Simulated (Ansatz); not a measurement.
The parent structure is TeS2 in the CdI2 type structure (space group P-3m1, No. 164; a = 3.7440 Å, c = 5.4601 Å; a hypothetical phase, not in the database extracts checked; layered; relaxed with 0.1 eV smearing). Axes: x lies along a and z along c of the hexagonal cell.

Computed with Ansatz (a first-principles code) PBEsol-D3(BJ), scalar-relativistic without spin-orbit coupling.

Perturbation: uniaxial strain ε_yy = +2.13 %, all other strain components held at zero; the atoms relax in the strained cell.

### Question
Predict the stress tensor and what it implies for the stiffness.

### Answer
Stress of the strained cell less that of the base (GPa, compression positive):
```
   -0.5     0.0     0.0
    0.0    -2.2    -0.2
    0.0    -0.2    -0.5
```

Then −Δσ_ii/ε with ε = 0.0213 gives secant stiffness values (nonlinear terms included at this strain): C22 ≈ 104 GPa, C12 ≈ 24 GPa and C23 ≈ 22 GPa.

Stability against distortions was not tested. The final runs are not spin-polarised.
